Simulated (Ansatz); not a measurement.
Levels about the gap of amorphous IGZO (In15Ga15Zn15O60) (105 atoms in a cell of 1362 Å³, 5.74 g/cm³; zone centre alone, so wide bands show as single levels with stretches between that a denser mesh fills), at the geometry that PBE relaxed, where it gives 0.1 GPa on a denser mesh. The participation number counts the atoms over which a state spreads; weights are charges in smoothed Voronoi cells. The levels come from a single point, so bond lengths are those of that geometry. Method of the levels: PBE, scalar-relativistic without spin-orbit coupling (Ansatz, a program for electronic structure). Sampling: the zone centre alone; Fermi-Dirac width 0.02 eV; no spin polarisation. At PBE the levels at the filled edge of the gap are localised (band-tail or defect states).

The cell was made by melting and quenching with the CHGNet potential and then relaxed with DFT. O atoms were pushed apart under 1.9 Å during the dynamics, to hinder bonds among them. The hot cell started wider than the set density and was brought back towards it in steps. It is the lowest in DFT energy of 4 quenches. It is a model cell: composition and starting density were chosen by hand, and all elements were melted together. No dispersion term was used. A short ab initio anneal came between quench and relaxation. Its density started from a set value of 5.71 and ended at 5.74 g/cm³. Cooling (nominally 84 K/ps over its main leg) ran many orders faster than in experiment, which tends to leave more defects and strain. Values belong to this one cell and scatter from quench to quench. Volume and shape were free in the relaxation.

| E - E(highest filled), eV | filling | participation number | largest on | weight O | weight In | weight Zn | weight Ga |
|---|---|---|---|---|---|---|---|
| -0.30 | filled | 27.4 | O, 3 neighbours | 0.84 | 0.02 | 0.12 | 0.01 |
| -0.26 | filled | 8.3 | O, 3 neighbours | 0.91 | 0.03 | 0.05 | 0.01 |
| -0.23 | filled | 21.0 | O, 4 neighbours | 0.83 | 0.02 | 0.14 | 0.01 |
| -0.21 | filled | 26.7 | O, 3 neighbours | 0.86 | 0.03 | 0.09 | 0.01 |
| -0.14 | filled | 17.9 | O, 3 neighbours | 0.86 | 0.03 | 0.10 | 0.01 |
| -0.08 | filled | 20.6 | O, 3 neighbours | 0.84 | 0.02 | 0.13 | 0.01 |
| 0.00 | filled | 7.9 | O, 3 neighbours | 0.83 | 0.01 | 0.14 | 0.02 |
| 0.77 | empty | 94.1 | In, 7 neighbours | 0.51 | 0.22 | 0.14 | 0.13 |
| 3.03 | empty | 42.3 | In, 6 neighbours | 0.59 | 0.27 | 0.07 | 0.08 |
| 3.05 | empty | 54.6 | In, 7 neighbours | 0.59 | 0.27 | 0.07 | 0.07 |
| 3.28 | empty | 60.5 | In, 5 neighbours | 0.59 | 0.23 | 0.08 | 0.09 |
| 3.38 | empty | 61.0 | In, 5 neighbours | 0.60 | 0.20 | 0.10 | 0.10 |
| 3.41 | empty | 63.4 | In, 5 neighbours | 0.60 | 0.17 | 0.08 | 0.15 |
| 3.58 | empty | 72.7 | Zn, 4 neighbours | 0.59 | 0.12 | 0.17 | 0.11 |

Most localised among these is the filled level at +0.00 eV, on a O atom, which has 3 neighbours (Zn 1.87 Å, Ga 1.88 Å, Zn 1.93 Å).
